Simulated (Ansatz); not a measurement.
System: fluorite PbF₂ (high-temperature phase). Method: HSE06 (PAW; Ansatz, a first-principles code).

Numerical settings: plane-wave cutoff 460 eV, 8×8×8 k mesh, Fermi–Dirac smearing 0.01 eV, scalar-relativistic PAW data made under PBE.

The cell has the measured lattice: a = 5.9306 Å, b = 5.9306 Å, c = 5.9306 Å, α = 90.00°, β = 90.00°, γ = 90.00°.

Q: Give the computed band gap, smallest direct gap on the k points sampled and direct gap at Γ.

A: 
band gap: 5.73 eV (on the SCF k mesh)
smallest direct gap on the k points sampled: 5.86 eV
direct gap at Γ: 10.79 eV

Note: cell and atoms aren't relaxed at this level (pressure 0.8 GPa).

Spin–orbit coupling is not included; with these elements it can move the gap by several tenths of an eV or more.

Static lattice: no zero-point or thermal effects.

The result took around 3 core-minutes (rough).
